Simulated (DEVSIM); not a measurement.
System: Schottky contact on n-type GaAs, at 300 K.

Layer 1 from the left is GaAs, thickness (μm) 3.60, Nd (cm⁻³) 2e16, τn (s) 6.3e-9, τp (s) 6.3e-9.

Left contact: Schottky, work function 5.26 eV, emission velocity 3.4e6 cm/s. Right contact: ohmic. Voltage is applied to the left contact. Recombination: SRH at mid-gap. Mobility is μmin + (μ − μmin)/(1 + (N/Nref)^α).

Constants are typed, rounded textbook-type inputs, not results; the design itself was drawn at random and stands for no fabricated device. Values at 300 K.

GaAs: gap (eV) 1.424, affinity (eV) 4.07, permittivity 12.9, Nc (cm⁻³) 4.7e17, Nv (cm⁻³) 9e18, μn (cm²/Vs) 8500, μp (cm²/Vs) 400, μn,min 500, μp,min 20, Nref,n 6e16, Nref,p 1.5e17, αn 0.39, αp 0.38.

DEVSIM, 1D drift-diffusion, Boltzmann statistics, complete ionisation; no tunnelling, impact ionisation, image-force lowering or self-heating. Metal contacts follow the ideal Schottky-Mott rule: no Fermi-level pinning, no interface dipoles.

Dark forward current:

```
|V| (V)  |J| (A/cm²)
-------  -----------
0.05       7.729e-11
0.10       2.690e-10
0.15       7.787e-10
0.20        2.156e-9
0.25        5.907e-9
0.30        1.622e-8
0.35        4.528e-8
0.40        1.315e-7
0.45        4.154e-7
0.50        1.528e-6
0.55        6.899e-6
0.60        3.766e-5
0.65       0.0002328
0.70        0.001533
0.75         0.01038
0.80         0.07113
0.85          0.4893
0.90           3.363
0.95           22.78
1.00           142.0
1.05           647.2
1.10            1783
1.15            3400
```

**Question.** Work out the local ideality factor n = ΔV / (kT/q · ln(J2/J1)) between the rows 0.15 and 0.20 V, 0.80 and 0.85 V, 1.10 and 1.15 V.

**Answer.** kT/q = 25.85 mV. From 0.15 to 0.20 V: ln(2.156e-9/7.787e-10) = 1.018, n = 1.90, near the 2 of recombination in the depletion region. From 0.80 to 0.85 V: ln(0.4893/0.07113) = 1.928, n = 1.00, near the 1 of diffusion or emission over a barrier. From 1.10 to 1.15 V: ln(3400/1783) = 0.645, n = 3.00; the layers' resistance at their doping, Σ W/(qμN) = 2.1e-5 Ω cm², would take 34 mV of this step of 50 mV.

**Question.** Estimate the current at 0.80 V for emission alone, J0 = q v N_band exp(−φB/kT), and read the barrier back from the simulated current.

**Answer.** φB = 1.190 eV, N_band = 4.70e17 cm⁻³, J0 = 2.60e-15 A/cm²; J = J0 (exp(qV/kT) − 1) = 0.0718 A/cm². The simulation gives 0.0711 A/cm², the same within the digits that matter. Read backwards, the simulated current gives an apparent barrier of 1.190 eV. The estimate leaves out transport through the depletion region and minority injection.
